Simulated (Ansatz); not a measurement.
Results of PBEsol (Ansatz, a quantum-chemistry and plane-wave program, plane waves, PAW) for Sc2Al (P6₃/mmc, No. 194; cell taken from a computed entry).

Run with plane-wave cutoff 500 eV, 18×18×10 k mesh (along the axes of the cell as run), Fermi–Dirac smearing 0.1 eV, scalar-relativistic PAW data made under PBE.

Computed at the level's own relaxed cell.

**Question.** Predict the equilibrium volume per atom, lattice constant a and lattice parameter c.

**Answer.** 
equilibrium volume per atom: 20.69 Å³/atom
lattice constant a: 4.849 Å
lattice parameter c: 6.095 Å

The run finds no gap.

Note: the relaxation could not lower the start's symmetry, so the cell can be a saddle point above a distorted one.

Static lattice: no zero-point or thermal effects.

Computing time: very roughly 6 core-minutes.
